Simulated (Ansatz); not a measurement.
Cost and result by functional for the surface energy of the (321) surface of bcc Na in its 1x1 cell, outermost plane spacing 1.12 Å in the ideal cut, in Ansatz (plane waves, PAW). Single points on the PBE structure, on one kind of machine; costs are rough ratios of the slab run's core time (references not counted) to the cheapest single point. r2SCAN's cost holds its higher cutoff (500 against 420 eV). Differences are taken against r2SCAN for comparison alone: no measured value is at hand, so the table doesn't rank accuracy.

Model: 10-atom slab, 10.1 Å thick at the start (thin: gaps and levels are the slab's own), 10x4x1 mesh, Fermi-Dirac 0.1 eV, dipole correction, all atoms relaxed; held to the start's symmetry, so lower structures may exist; no spin, no spin-orbit, no U. These notes are the PBE run's.

```csv
functional,relative cost,surface energy (J/m²),less r2SCAN (J/m²)
PBEsol,1,0.26,-0.01
LDA,1,0.26,0.00
RPBE,1,0.21,-0.05
r2SCAN,2,0.26,0.00
PBE (the relaxed run's value),–,0.23,-0.03
```

The values span 0.05 J/m², while the single points' costs differ by a factor of roughly 2. Differences are of unrounded values.

Ansatz is an electronic-structure program.
